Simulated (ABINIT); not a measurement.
**Pressure against volume in zinc-blende BN (space group 216) (ABINIT, PBE)**

```
BN
1.0
    0.00000     1.77536     1.77536
    1.77536     0.00000     1.77536
    1.77536     1.77536     0.00000
B N
1 1
Direct
  0.00000   0.00000   0.00000
  0.75000   0.75000   0.75000
```

Computed with PBE, norm-conserving pseudopotentials (PseudoDojo nc-sr-05 PBE standard) (plane waves; ABINIT 10.0.3). Settings: pseudos = [B.upf, N.upf]; ecut = 55 Ha; occopt = 3; tsmear = 0.01 eV; ngkpt = 15 15 15; nshiftk = 1; shiftk = 0 0 0; potentials = PseudoDojo nc-sr-05 PBE standard; nband = 9; kptopt = 1; nstep = 60; toldfe = 1e-09 Ha. The cell above is the first row's. The rows scale it uniformly. In all rows fractional positions and the k mesh are held.

```csv
V (Å^3/atom),P (GPa)
5.596,25.28
5.717,15.72
5.839,7.04
5.961,-0.84
6.082,-8.01
6.204,-14.52
6.326,-20.44
6.447,-25.81
6.569,?
```

Fit P of the 8 rows that show it with a cubic. With u = V - 6.02, the rows have u = -0.42400, -0.30300, -0.18100, -0.05900, 0.06200, 0.18400, 0.30600, 0.42700. Least squares gives P = -4.431 - 58.880·u + 23.487·u² - 6.696·u³. Residuals (row less fit): 0.013, -0.032, 0.005, 0.034, -0.017, -0.009, 0.001, 0.002; standard error 0.026 (degrees of freedom: 4). The fitted pressure is zero at V0 = 5.947, where dP/dV = -62.42, so B0 = -V0·dP/dV = 371 GPa.

Q: What does the fit predict for P at V = 6.569, and how far is the calculated value from it?

A: u = 0.54900, so P = -4.431 - 58.880 × 0.54900 + 23.487 × 0.54900² - 6.696 × 0.54900³ = -30.785 GPa. The calculation gives -30.70 GPa, 0.085 GPa above the prediction (0.2 % of the range of P in the table). The row lies outside the fitted rows, so this is an extrapolation. From the scatter of the fitted rows alone, a prediction at this place has a standard error of 0.070 GPa, so the miss is 1.2 times that.

Carrying the step between the two nearest rows on in a straight line would have given -31.22, off by 0.52; series whose last step already gives the withheld value aren't shown. The scan was laid around a cell of about the measured size, scaled by a guess for this functional. The runs keep the symmetry of the cell, so they don't test it for distortions. Cutoffs and mesh are single choices, not tested for convergence of this quantity. Series with a scatter that would blur these digits, or in which a gap closes, are not shown.
